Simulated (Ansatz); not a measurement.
The starting structures come from a database of crystals and need not be the phases stable at ambient conditions.

By PBEsol, the system below comes out a metal.

Consider the following.

```yaml
crystal:
  lattice:
    - [3.21839, 0.00000, 0.00000]
    - [0.00000, 4.55149, 0.00000]
    - [0.00000, 2.27575, 2.27575]
  atoms:
    - { symbol: Sc, position: [0.50000, 0.50000, 0.00000] }
    - { symbol: Ir, position: [0.00000, 0.00000, 0.00000] }
```

The cell is taken as given; by PBEsol it stands under a pressure of -4.7 GPa.

The current flows along the normal of the first two printed cell vectors, the (110) plane of the conventional cell. No spin-orbit coupling; the value is a mean over 0.1 eV about the Fermi level.

Q: Compute, with PBEsol (Ansatz, an electronic-structure program), the ballistic conductance per area.

A: 0.28 × 10¹⁵ S/m² for both spins.
